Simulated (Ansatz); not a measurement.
Band structure of TiSi2 (Cmcm, 6 atoms in the cell).

```xyz
6
Lattice="1.7978 -6.8843 0.0000 1.7978 6.8843 0.0000 0.0000 0.0000 3.6311" Properties=species:S:1:pos:R:3 pbc="T T T"
Ti     1.7978    -5.4645     2.7233
Ti     1.7978     5.4645     0.9078
Si     1.7978    -0.8020     2.7233
Si     1.7978     0.8020     0.9078
Si     1.7978     3.4464     2.7233
Si     1.7978    -3.4464     0.9078
```

Level of theory: PBE (plane waves, PAW; Ansatz, a program for electronic structure).

Settings: kpoints.mp_grid.grid = 7 7 7; hamiltonian.xc = pbe; hamiltonian.pseudopotentials = {kind: paw} (the program's default PAW files); scf.occupations.method = fermi_dirac; scf.occupations.width = 0.0073 Ry; kpoints.band_path.npoints = 8.

The starting cell comes from a database of computed structures (which also holds hypothetical and non-ambient phases and stackings), without a prior relaxation at this level. Its lattice was rescaled by a random factor within 2.5 % of one. Spin polarisation is off.

Levels in eV from the Fermi level, bands 17 to 24:
| point | 17 | 18 | 19 | 20 | 21 | 22 | 23 | 24 |
|---|---|---|---|---|---|---|---|---|
| Γ | -2.06 | -2.02 | -1.99 | 0.46 | 0.49 | 0.78 | 0.86 | 1.31 |
| X | -1.62 | -1.06 | -0.69 | -0.66 | -0.21 | 1.00 | 1.37 | 1.45 |
| S | -1.55 | -1.41 | -0.59 | -0.53 | -0.49 | 1.00 | 1.33 | 1.54 |
| R | -3.12 | -3.12 | -2.30 | -2.30 | 1.64 | 1.64 | 1.75 | 1.75 |
| A | -3.26 | -3.26 | -2.23 | -2.23 | 1.68 | 1.68 | 1.75 | 1.75 |
| Z | -1.50 | -1.50 | -0.03 | -0.03 | 0.78 | 0.78 | 1.43 | 1.43 |
| Y | -2.35 | -1.91 | -1.10 | 0.39 | 0.63 | 0.72 | 0.86 | 0.89 |
| X1 | -1.62 | -1.06 | -0.69 | -0.66 | -0.21 | 1.00 | 1.37 | 1.45 |
| A1 | -3.26 | -3.26 | -2.23 | -2.23 | 1.68 | 1.68 | 1.75 | 1.75 |
| T | -1.93 | -1.93 | -0.81 | -0.81 | 0.40 | 0.40 | 1.55 | 1.55 |

Bands cross the Fermi level along this path, so the cell is metallic at this level.

Keys are those of Ansatz 0.2.
